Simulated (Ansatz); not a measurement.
AlN (P6_3mc): ε∞ = 4.473, static ε₀ = 8.513, effective LO energy 112 meV, electron mass 0.315 mₑ (band masses from r2SCAN with spin-orbit coupling, rigid bands run with Ansatz, a quantum-chemistry and plane-wave program, cell and atoms relaxed with r2SCAN; dielectric constants and zone-centre modes from Ansatz with LDA on its own relaxed cell).

Work out the Fröhlich coupling α = (1/ε∞ − 1/ε₀) √(m Ry/ħω_LO) and what it means for transport at 300 K.

1/ε∞ − 1/ε₀ = 0.106 and √(m × 13.606 eV/ħω) = 6.18, so α = 0.656; in weak coupling the polaron mass is about m(1 + α/6). By the iterated Boltzmann equation for weak coupling, the polar-phonon-limited mobility is 2100 cm²/(V·s) at 300 K (19600 at 200 K, 660 at 400 K).

Model: isotropic Fröhlich coupling of one parabolic band to one effective longitudinal optical (LO) phonon, from the dielectric constants and phonon modes at the zone centre, chosen so that α equals the sum over the polar modes. Acoustic, nonpolar, intervalley and impurity scattering are left out, and they lower the mobility further; with several valleys or bands the averaged mass is a rough stand-in. Semilocal functionals tend to overestimate ε∞, which makes α low and the mobility high.
